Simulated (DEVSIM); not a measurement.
System: Schottky contact on n-type Si, at 300 K.

| layer (left to right) | material | thickness (μm) | Nd (cm⁻³) | τn (s) | τp (s) |
|---|---|---|---|---|---|
| 1 | Si | 11.0 | 3.2e15 | 3.4e-6 | 3.4e-6 |

Left contact: Schottky, work function 4.31 eV, emission velocity 5.6e6 cm/s. Right contact: ohmic. Voltage is applied to the left contact. Recombination: SRH at mid-gap. Gap narrowing is on: ΔEg = 6.92 meV × (l + √(l² + 0.5)), l = ln(N/1.3e17 cm⁻³), shared equally by both band edges. Mobility is μmin + (μ − μmin)/(1 + (N/Nref)^α).

Constants are typed, rounded textbook-type inputs, not results; the design itself was drawn at random and stands for no fabricated device. Values at 300 K.

```csv
parameter,Si
gap (eV),1.124
affinity (eV),4.05
permittivity,11.7
Nc (cm⁻³),2.86e19
Nv (cm⁻³),3.1e19
μn (cm²/Vs),1417
μp (cm²/Vs),470
"μn,min",52
"μp,min",45
"Nref,n",9.7e16
"Nref,p",2.2e17
αn,0.68
αp,0.72
```

DEVSIM, 1D drift-diffusion, Boltzmann statistics, complete ionisation; no tunnelling, impact ionisation, image-force lowering or self-heating. Metal contacts follow the ideal Schottky-Mott rule: no Fermi-level pinning, no interface dipoles.

Task: Give the dark forward current.

Result: 
```json
[
 {"V (V)": "0.05", "J (A/cm²)": "30"},
 {"V (V)": "0.10", "J (A/cm²)": "59"},
 {"V (V)": "0.20", "J (A/cm²)": "120"},
 {"V (V)": "0.25", "J (A/cm²)": "150"},
 {"V (V)": "0.35", "J (A/cm²)": "210"},
 {"V (V)": "0.40", "J (A/cm²)": "240"},
 {"V (V)": "0.50", "J (A/cm²)": "300"},
 {"V (V)": "0.55", "J (A/cm²)": "330"},
 {"V (V)": "0.65", "J (A/cm²)": "390"},
 {"V (V)": "0.70", "J (A/cm²)": "420"},
 {"V (V)": "0.75", "J (A/cm²)": "450"},
 {"V (V)": "0.85", "J (A/cm²)": "510"},
 {"V (V)": "0.90", "J (A/cm²)": "530"},
 {"V (V)": "1.00", "J (A/cm²)": "590"},
 {"V (V)": "1.05", "J (A/cm²)": "620"},
 {"V (V)": "1.15", "J (A/cm²)": "680"},
 {"V (V)": "1.20", "J (A/cm²)": "710"},
 {"V (V)": "1.30", "J (A/cm²)": "770"},
 {"V (V)": "1.35", "J (A/cm²)": "800"},
 {"V (V)": "1.40", "J (A/cm²)": "830"},
 {"V (V)": "1.50", "J (A/cm²)": "890"},
 {"V (V)": "1.55", "J (A/cm²)": "920"},
 {"V (V)": "1.65", "J (A/cm²)": "980"},
 {"V (V)": "1.70", "J (A/cm²)": "1000"},
 {"V (V)": "1.80", "J (A/cm²)": "1100"},
 {"V (V)": "1.85", "J (A/cm²)": "1100"},
 {"V (V)": "1.95", "J (A/cm²)": "1200"},
 {"V (V)": "2.00", "J (A/cm²)": "1200"}
]
```
